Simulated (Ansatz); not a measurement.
We consider CsGeCl3 (R3m, No. 160, 5 atoms in the cell; start mp-22988), described by HSE06 in Ansatz (PAW).

Run with plane-wave cutoff 460 eV, 4×4×4 k mesh, Fermi–Dirac smearing 0.01 eV, scalar-relativistic PAW data made under PBE.

Cell (relaxed with PBEsol):

```cif
data_Cl3CsGe
_chemical_formula_sum 'Cs1 Ge1 Cl3'
_space_group_name_H-M_alt 'P 1'
_space_group_IT_number 1
_cell_length_a 5.30550
_cell_length_b 5.30550
_cell_length_c 5.30550
_cell_angle_alpha 89.730
_cell_angle_beta 89.730
_cell_angle_gamma 89.730
loop_
_space_group_symop_operation_xyz
  'x, y, z'
loop_
_atom_site_label
_atom_site_type_symbol
_atom_site_fract_x
_atom_site_fract_y
_atom_site_fract_z
_atom_site_occupancy
Cs1 Cs 0.99574 0.99574 0.99574 1
Ge1 Ge 0.50867 0.50867 0.50867 1
Cl1 Cl 0.49384 0.49384 0.96389 1
Cl2 Cl 0.96389 0.49384 0.49384 1
Cl3 Cl 0.49384 0.96389 0.49384 1
```

Problem. Give the computed band gap and Γ–Γ gap.

Solution. 
- band gap = 2.07 eV (on the SCF k mesh)
- Γ–Γ gap = 7.59 eV

Note: cell and atoms aren't relaxed at this level (largest force component 0.18 eV/Å, pressure 1.4 GPa).

Spin–orbit coupling is not included.

Computed values are for the static lattice.

Cost on a shared machine: around 3 core-minutes (rough).

A start named mp-… is a Materials Project structure, which need not be a measured phase.

Ansatz is a first-principles code.
